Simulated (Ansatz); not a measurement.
The parent structure is CaIrO₃ (space group Cmcm, No. 63; a = 3.173 Å, b = 9.671 Å, c = 7.247 Å).

Computed with plane-wave PAW DFT at the PBEsol level (Ansatz, a quantum-chemistry and plane-wave program, 420 eV), no SOC.

Before the change:

```
Property           Result
---------------  --------
Volume per atom  11.12 Å³
```

One thing is altered: a negative pressure, −2 GPa.

Task: Estimate the effect on the volume per atom.

Result: The volume per atom grows by 0.13 Å³, from 11.12 Å³ to 11.25 Å³.

Load acts through the strain it causes; cell and atoms are relaxed under it. Stability against distortions was not tested. No Hubbard U is applied, and correlation can decide whether such a compound is a metal. All final runs are without spin polarisation.
